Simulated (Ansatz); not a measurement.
Pressure series in TaAs

Take TaAs (space group I4_1md, No. 109) as the base.

TaAs is modelled in the tetragonal space group I4₁md (No. 109), Pearson symbol tI8. Cell: a = 3.463 Å, b = 3.463 Å, c = 11.733 Å, α = 90.00°, β = 90.00°, γ = 90.00°. Ta on 4a has 6 As at 2.622–2.632 Å and 4 Ta at 3.406 Å. As on 4a is surrounded by 6 Ta at 2.622–2.632 Å (trigonal prismatic). (Neighbours: up to the widest gap in distance over summed covalent radii, below 1.35, at either atom; cation-cation and far metal-metal contacts left out.)
(The calculation used a cell of 4 atoms; values per cell refer to that cell.)

Cell and atoms are relaxed at each pressure.

All numbers come from PBE, PAW, 420 eV (Ansatz, a quantum-chemistry and plane-wave program; no spin-orbit coupling).

Two rows of this table had their results exchanged by mistake.

| pressure | volume per atom (Å³) | shortest distance (Å) | band gap |
|---|---|---|---|
| pressure −2 GPa | 17.80 | 2.632 | zero |
| pressure −1 GPa | 16.34 | 2.559 | zero |
| pressure 0.9 GPa | 17.50 | 2.617 | zero |
| pressure 2.1 GPa | 17.38 | 2.611 | zero |
| pressure 4.5 GPa | 17.16 | 2.600 | zero |
| pressure 9 GPa | 16.79 | 2.582 | zero |
| pressure 15 GPa | 17.69 | 2.627 | zero |
| pressure 22.5 GPa | 15.86 | 2.535 | zero |
| pressure 30 GPa | 15.44 | 2.514 | zero |

Q: Which two?

A: The rows for pressure −1 GPa and pressure 15 GPa: the volume has to fall steadily with pressure, so 17.69 Å³ belongs to pressure −1 GPa and 16.34 Å³ to pressure 15 GPa.

Spin-orbit coupling, missing from the scalar runs, can matter with Ta. Load acts through the strain it causes; cell and atoms are relaxed under it. No phonon test of stability was made. No other phases were tried under pressure. The final runs are not spin-polarised. Gaps under 0.05 eV, about the width of the smearing, are given as zero. The zero or small gap of TaAs can change with the level of theory.
